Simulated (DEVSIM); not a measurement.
System: Ru/Al2O3/p-In0.53Ga0.47As capacitor, at 300 K.

| layer (left to right) | material | thickness (nm) | Na (cm⁻³) |
|---|---|---|---|
| 1 | Al2O3 | 17.0 | - |
| 2 | In0.53Ga0.47As | 340 | 2.7e18 |

Metal gate on the left, work function 4.7 eV. Fixed charge at the semiconductor interface -3.5e10 cm⁻² (in units of +e); no interface traps.

Constants are typed, rounded textbook-type inputs, not results; the design itself was drawn at random and stands for no fabricated device. Values at 300 K; Nc and Nv go as T^1.5, mobilities as T to minus their exponent, the gap by Varshni's rule with the affinity fixed.

```csv
parameter,Al2O3,In0.53Ga0.47As
gap (eV),6.8,0.74
affinity (eV),1.35,4.51
permittivity,9,13.9
Nc (cm⁻³),-,2.1e17
Nv (cm⁻³),-,7.7e18
Varshni α (eV/K),-,0.00035
Varshni β (K),-,190
```

Model (solved in DEVSIM): 1D Poisson equation in equilibrium, Boltzmann statistics, complete ionisation; no quantum confinement or tunnelling. Metal contacts follow the ideal Schottky-Mott rule: no Fermi-level pinning, no interface dipoles.

Base results: flat-band voltage (V) -0.51; minimum of the low-frequency capacitance (μF/cm²) 0.274.

What follows from this one change: temperature 300 → 400 K?

flat-band voltage -0.51 → -0.46 V; minimum of the low-frequency capacitance 0.274 → 0.281 μF/cm².

What follows from this one change: fixed charge -3.5e+10 → 1.12e+12 cm^-2?

flat-band voltage -0.51 → -0.91 V; minimum of the low-frequency capacitance little changed (0.274 μF/cm²).

What follows from this one change: substrate doping 2.7e+18 → 1.4e+18 cm^-3?

flat-band voltage -0.51 → -0.49 V; minimum of the low-frequency capacitance 0.274 → 0.238 μF/cm².
